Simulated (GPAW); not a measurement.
```xyz
12
Lattice="3.5000 0.0000 0.0000 -1.7500 3.0311 0.0000 0.0000 0.0000 39.6045" Properties=species:S:1:pos:R:3 pbc="T T T"
Te     0.0000     0.0000    27.8832
Te     0.0000     2.0207     1.8895
Te     0.0000     2.0207    16.7591
Te     0.0000     2.0207     5.5506
Te     0.0000     2.0207    20.4423
Te     0.0000     0.0000    24.2000
Mo     0.0000     0.0000     3.7197
Mo     0.0000     2.0207    11.1606
W      0.0000     0.0000    18.5999
W      0.0000     2.0207    26.0420
Se     0.0000     0.0000    12.7780
Se     0.0000     0.0000     9.5423
```

Method of the run: PBEsol, GPAW PAW datasets PBEsol (made by gpaw-setup) (plane waves; GPAW).

The set-up and first iterations of a GPAW log for Te3MoWSe (P3m1, 12 atoms in the cell):

```
Input parameters:
  convergence: {bands: -6,
                density: 1e-07,
                eigenstates: 4e-14,
                energy: 5e-07}
  kpts: [5 5 1]
  maxiter: 120
  mode: {ecut: 550.0,
         name: pw}
  nbands: -8
  occupations: {name: methfessel-paxton,
                order: 1,
                width: 0.1}
  symmetry: {symmorphic: False,
             tolerance: 0.0005}
  xc: PBEsol

species:
  Te:
    name: Tellurium
    Z: 52.0
    valence: 6
    core: 46
    charge: 0.0
    file: Te.PBEsol.gz

    # Using partial waves for Te as LCAO basis

  Mo:
    name: Molybdenum
    Z: 42.0
    valence: 14
    core: 28
    charge: 0.0
    file: Mo.PBEsol.gz

    # Using partial waves for Mo as LCAO basis

  W:
    name: Tungsten
    Z: 74.0
    valence: 14
    core: 60
    charge: 0.0
    file: W.PBEsol.gz

    # Using partial waves for W as LCAO basis

  Se:
    name: Selenium
    Z: 34.0
    valence: 6
    core: 28
    charge: 0.0
   [... lines left out ...]
  60 bands from LCAO basis set

Atomic positions and initial magnetic moments

Positions:
   0 Te     0.000000    0.000000   27.883173    ( 0.0000,  0.0000,  0.0000)
   1 Te    -0.000002    2.020733    1.889532    ( 0.0000,  0.0000,  0.0000)
   2 Te    -0.000002    2.020733   16.759053    ( 0.0000,  0.0000,  0.0000)
   3 Te    -0.000002    2.020733    5.550575    ( 0.0000,  0.0000,  0.0000)
   4 Te    -0.000002    2.020733   20.442274    ( 0.0000,  0.0000,  0.0000)
   5 Te     0.000000    0.000000   24.199952    ( 0.0000,  0.0000,  0.0000)
   6 Mo     0.000000    0.000000    3.719657    ( 0.0000,  0.0000,  0.0000)
   7 Mo    -0.000002    2.020733   11.160557    ( 0.0000,  0.0000,  0.0000)
   8 W      0.000000    0.000000   18.599871    ( 0.0000,  0.0000,  0.0000)
   9 W     -0.000002    2.020733   26.041959    ( 0.0000,  0.0000,  0.0000)
  10 Se     0.000000    0.000000   12.778006    ( 0.0000,  0.0000,  0.0000)
  11 Se     0.000000    0.000000    9.542315    ( 0.0000,  0.0000,  0.0000)

Unit cell:
           periodic     x           y           z      points  spacing
  1. axis:    yes    3.500010    0.000000    0.000000    20     0.1516
  2. axis:    yes   -1.750005    3.031098    0.000000    20     0.1516
  3. axis:    yes    0.000000    0.000000   39.604530   216     0.1834

  Lengths:   3.500010   3.500010  39.604530
  Angles:   90.000000  90.000000 119.999997

Effective grid spacing dv^(1/3) = 0.1694
     iter     time        total  log10-change:
                         energy   eigst   dens
iter:   1 --:--:--   -83.957574   +0.24
iter:   2 --:--:--   -83.237457   -0.75  -1.17
iter:   3 --:--:--   -82.117910   -0.72  -1.20
iter:   4 --:--:--   -84.969006   -0.80  -1.30
iter:   5 --:--:--   -81.693280   -1.43  -1.20
```

**Question.** How does the run end?

**Answer.** The run ended unconverged after 120 iterations. It gives no final result for the task that was set. The log goes on:

```
   [... 15 lines left out ...]
iter:  21 --:--:--   -81.367899   -3.83  -3.02
iter:  22 --:--:--   -81.367783   -4.16  -3.25
iter:  23 --:--:--   -81.367664   -4.36  -3.33
   [... lines left out ...]
iter: 119 --:--:--   -81.367610   -6.76  -4.21
iter: 120 --:--:--   -81.367630   -5.01  -4.28

Did not converge!

Here are some tips:

1) Make sure the geometry and spin-state is physically sound.
2) Use less aggressive density mixing.
3) Solve the eigenvalue problem more accurately at each scf-step.
4) Use a smoother distribution function for the occupation numbers.
5) Try adding more empty states.
6) Use enough k-points.
7) Don't let your structure optimization algorithm take too large steps.
8) Solve the Poisson equation more accurately.
9) Better initial guess for the wave functions.

See details here:

    https://gpaw.readthedocs.io/documentation/convergence.html
Traceback (most recent call last):
   [... frames left out ...]
gpaw.KohnShamConvergenceError: Did not converge!  See text output for help.
```

The starting cell comes from a database of computed structures (which also holds hypothetical and non-ambient phases and stackings), without a prior relaxation at this level. Spin-orbit coupling is off.

The run was DFT PBEsol, plane waves, GPAW PAW datasets PBEsol (made by gpaw-setup). Main settings of its input:

```
key                                  value
-----------------------  -----------------
mode                                    pw
ecut                                550 eV
xc                                  PBEsol
kpts                                 5 5 1
mesh shift (steps)                   0 0 0
occupations.name         methfessel-paxton
occupations.width                   0.1 eV
occupations.order                        1
nbands                                  -8
convergence.density       1e-07 e/electron
convergence.energy       5e-07 eV/electron
convergence.eigenstates              4e-14
```
